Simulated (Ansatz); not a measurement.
The parent structure is Ru in the hcp (Mg type) structure (space group P6_3/mmc, No. 194; a = 2.691 Å, c = 4.249 Å; relaxed with 0.1 eV smearing). Axes: x lies along a and z along c of the hexagonal cell.

All numbers come from Ansatz (a program for electronic structure), PBEsol, PAW, cutoff 420 eV, no spin-orbit coupling.

Before the change:

The band gap comes out as zero and the shortest interatomic distance is 2.632 Å.

Modification: a pure shear with ε_xz = ε_zx = 0.0171, atoms relaxed at fixed cell.

**Question.** Estimate the effect on the band gap.

**Answer.** The band gap stays zero.

**Question.** What does the calculation give for the energy relative to the base after the change?

**Answer.** The energy increases by 9.9 meV/atom.

**Question.** How does this affect the stress?

**Answer.** The stress (xx, yy, zz, yz, xz, xy; compression positive) is (0.3, 0.2, 0.7, 0.0, -6.9, 0.0) GPa.

**Question.** Predict the new shortest interatomic distance.

**Answer.** The shortest interatomic distance drops by 0.036 Å (2.632 Å → 2.596 Å).

The cells carry an imposed strain or load. Stability against distortions was not tested. The final runs are not spin-polarised.
